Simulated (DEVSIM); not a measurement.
Structure: Cr/SiO2/n-Si capacitor, at 300 K.

```tsv
layer (left to right)	material	thickness (nm)	Nd (cm⁻³)
1	SiO2	1.20	-
2	Si	1100	2.6e17
```

Metal gate on the left, work function 4.5 eV. Fixed charge at the semiconductor interface 0 cm⁻² (in units of +e); no interface traps.

This is a model device: material constants are rounded textbook-type values typed into the input, and sizes, dopings and lifetimes were drawn at random. Values at 300 K.

```
parameter      SiO2       Si
-------------  ----  -------
gap (eV)          9    1.124
affinity (eV)   0.9     4.05
permittivity    3.9     11.7
Nc (cm⁻³)         -  2.86e19
Nv (cm⁻³)         -   3.1e19
```

Simulated with DEVSIM: 1D Poisson equation in equilibrium, Boltzmann statistics, complete ionisation; no quantum confinement or tunnelling. Metal contacts follow the ideal Schottky-Mott rule: no Fermi-level pinning, no interface dipoles.

The interface trap density was swept, all else fixed.

```tsv
interface trap density (cm^-2 eV^-1)	flat-band voltage (V)	minimum of the low-frequency capacitance (μF/cm²)	threshold voltage (band bending 2φF) (V)
0	0.33	0.165	-0.64
1e10	0.33	0.166	-0.64
1e11	0.33	0.179	-0.64
3e11	0.34	0.207	-0.65
1e12	0.37	0.300	-0.66
2e12	0.40	…	…
```

Question: Complete the blanks.

Answer: 
- 2e12, minimum of the low-frequency capacitance (μF/cm²): 0.423
- 2e12, threshold voltage (band bending 2φF) (V): -0.67
